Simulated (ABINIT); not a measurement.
**Short convergence ladders for a (001) slab of SnSe2 (cut from a parent of space group no. 164; 3 atoms in the cell)**

```
CELL_PARAMETERS angstrom
      3.79857     0.00000     0.00000
     -1.89928     3.28966     0.00000
      0.00000     0.00000    17.06080
ATOMIC_POSITIONS crystal
  Sn 0.00000 0.00000 0.50000
  Se 0.33333 0.66667 0.58970
  Se 0.66667 0.33333 0.41030
```

Base method: LDA (PW92), norm-conserving pseudopotentials (PseudoDojo nc-sr-04 LDA standard) (plane waves; ABINIT 10.0.3).

Base settings: pseudos = [Sn.upf, Se.upf]; ecut = 43 Ha; occopt = 3; tsmear = 0.00183747 Ha; ngkpt = 3 3 1; nshiftk = 1; shiftk = 0 0 0; potentials = PseudoDojo nc-sr-04 LDA standard; nband = 30; kptopt = 1.

The count of work is k-points × plane waves × bands × iterations; it is no time. Core times come from one kind of shared machine, to one figure; runs under 30 s give none.

**The vacuum**

The mesh stays at the base's, so the ladder's end is converged at best in this setting alone.

Only quantities that move along the ladder and can be compared are tabulated; the gap is left out on so coarse a mesh.

| vacuum between outermost atoms (Å) | free energy less the last step's (meV/atom) | largest difference of a force vector from the last step's (eV/Å) | count of work / last | core time / last (rough) |
|---|---|---|---|---|
| 3.0 | -92.07 | 0.557 | 0.051 | 0.1 |
| 5.0 | 6.71 | 0.007 | 0.081 | 0.2 |
| 14.0 | 0.00 | 0.000 | 0.26 | 0.3 |
| 30.0 | 0.00 | 0.000 | 1.0 | 1 |

Smallest vacuum between outermost atoms (Å) that holds the free energy within 1 meV/atom of the last step, with all finer ones: 14.0, at 0.26 of the last step's count of work and about 0.3 of the last step's time; the step before is off by 6.7 meV/atom.

Smallest vacuum between outermost atoms (Å) that holds the forces within 0.02 eV/Å of the last step, with all finer ones: 5.0, at 0.081 of the last step's count of work and about 0.2 of the last step's time; the step before is off by 0.56 eV/Å.

**The k-point mesh**

Only quantities that move along the ladder and can be compared are tabulated.

| ngkpt | free energy less the last step's (meV/atom) | largest difference of a force vector from the last step's (eV/Å) | count of work / last | core time / last (rough) |
|---|---|---|---|---|
| 2 2 1 | 685.97 | 0.307 | 0.075 | 0.2 |
| 3 3 1 | 153.82 | 0.212 | 0.20 | 0.2 |
| 5 5 1 | 12.73 | 0.027 | 0.34 | 0.6 |
| 10 10 1 | 0.00 | 0.000 | 1.0 | 1 |

Coarsest ngkpt that holds the free energy within 5 meV/atom: not settled: the last two steps still differ by 13 meV/atom, over half the tolerance, so the ladder does not show it.

Coarsest ngkpt that holds the forces within 0.02 eV/Å: not settled: the last two steps still differ by 0.027 eV/Å, over half the tolerance, so the ladder does not show it.

On the base run: the starting cell has typed, rounded lattice constants, without a prior relaxation at this level. The slab is cut from that crystal, and its faces are unrelaxed. Its lattice was rescaled by up to half a per cent. Spin polarisation is off, though cut faces can carry moments; a gap of a slab can lie between surface states.
